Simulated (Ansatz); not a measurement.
## Effect of pressure 9 GPa on GaAs

Base system: GaAs in the zinc blende structure (space group F-43m, No. 216; a = 5.667 Å).

Now apply this change: a hydrostatic pressure of 9 GPa.

Level of theory: DFT with r2SCAN, PAW potentials and a 500 eV plane-wave cutoff in Ansatz (an electronic-structure program), scalar-relativistic without spin-orbit coupling. Γ-centred 10×10×10 mesh, Fermi–Dirac width 0.05 eV.

- Volume per atom = 20.60 Å³ (base 22.75 Å³)
- Density = 5.83 g/cm³ (base 5.28 g/cm³)
- Lattice parameter a = 5.483 Å (base 5.667 Å)
- Shortest interatomic distance = 2.374 Å (base 2.454 Å)
- Enthalpy H = E + PV relative to the base's energy = +1.21 eV/atom
- Band gap = 1.56 eV (base 0.96 eV)
- Gap character = indirect, Γ → Γ–X (87 % along) (base direct at Γ)
- Width of the top valence band = 3.90 eV (base 3.40 eV)
- Electron mass = 1.3 mₑ along k, 0.21 mₑ across (off the special points) (base 0.051 mₑ (at Γ))
- Hole mass (degenerate bands, along [100]) = 0.084, 0.30, 0.30 mₑ (at Γ) (base 0.050, 0.34, 0.34 mₑ (at Γ))
- Valley order (the lowest conduction-band minima on the path, energy above the VBM, named in the base's zone) = a point along ⟨100⟩, about 1.0 Å⁻¹ from Γ 1.56 eV; L along ⟨111⟩ 1.67 eV; Γ 1.78 eV (base Γ 0.96 eV; L along ⟨111⟩ 1.35 eV; a point along ⟨100⟩, about 1.0 Å⁻¹ from Γ 1.72 eV)

Final structure:

```yaml
crystal:
  lattice:
    - [0.00000, 2.74133, 2.74133]
    - [2.74133, 0.00000, 2.74133]
    - [2.74133, 2.74133, 0.00000]
  atoms:
    - { symbol: As, position: [0.25000, 0.25000, 0.25000] }
    - { symbol: Ga, position: [0.00000, 0.00000, 0.00000] }
```

Load acts through the strain it causes; cell and atoms are relaxed under it. Effective masses come from finite differences of ±0.01 Å⁻¹. Along k means along the line from Γ to the band edge. No phonon test of stability was made. Tetrahedral semiconductors of this kind turn to denser phases somewhere between about 1 and 50 GPa; those were not computed, so compressed cells here can lie past the real transition.
